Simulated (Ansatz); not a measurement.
Base system: TiC in the rock salt structure (space group Fm-3m, No. 225; a = 4.3278 Å; relaxed with 0.1 eV smearing). Axes: x, y, z lie along the cube axes.

Computed with Kohn–Sham DFT with the r2SCAN functional, run in Ansatz (a first-principles code) with PAW and 500 eV plane waves, no SOC.

Before the change:

- Pressure: 0.0 GPa

It is then changed as follows: tensile biaxial strain of 1.50 % in the plane normal to [001], as in epitaxy on a mismatched substrate; the out-of-plane cell vector and the atoms relax.

Question: What happens to the pressure?

Answer: The pressure (mean of the normal stresses, compression positive) goes from zero to -5.5 GPa.

Stability against distortions was not tested. All final runs are without spin polarisation.
